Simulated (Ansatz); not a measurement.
BN: transverse stress against strain

BN (wurtzite, P6_3mc, 5.755 Å³/atom at rest, c along z) under a strain ε along c (axis z), the other axes held. LDA in Ansatz, a plane-wave DFT program (PAW, default set), 420 eV, 15×15×8 Γ-centred mesh, Fermi-Dirac smearing 0.05 eV; ions are relaxed within the symmetry of each cell. Stress is positive for a compressed cell.

Here s stands for strain and y for stress xx.

| strain (%) | stress xx (GPa) |
|---|---|
| -1.20 | 0.82 |
| -0.60 | 0.39 |
| 0.00 | 0.00 |
| 0.60 | -0.37 |
| 1.20 | -0.73 |
| 3.00 | ? |

The 5 complete rows are fitted with a straight line, y against s. Means: s 0, y 0.022. About the means, the sum of products is -2.3160 and the sum of squares of s is 3.6000; the slope is their ratio. Least squares gives y = 0.022 - 0.6433·s. Residuals (row less fit): 0.026, -0.018, -0.022, -0.006, 0.020; standard error 0.025 (degrees of freedom: 3). The slope gives the elastic constant C13 = 64 ± 1.3 GPa.

Estimate the missing y (s = 3.00); what did the run itself give?

y = 0.022 - 0.6433 × 3.0 = -1.908 GPa. The calculation gives -1.67 GPa, 0.238 GPa above the prediction (9.6 % of the range of y in the table). The row lies outside the fitted rows, so this is an extrapolation. From the scatter of the fitted rows alone, a prediction at this place has a standard error of 0.049 GPa, so the miss is 4.9 times that.

One order more, fitted to all 11 runs of the series, follows each within 0.01, so the miss is the next term of a smooth law. BN is here a metastable high-pressure form. Rows are the converged runs of the series near zero and its far end; series whose fitted rows scatter by over a few per cent of the range, as at a crossing or softening among them, aren't shown in this form. Most that stay on the fit to the last digits aren't either.
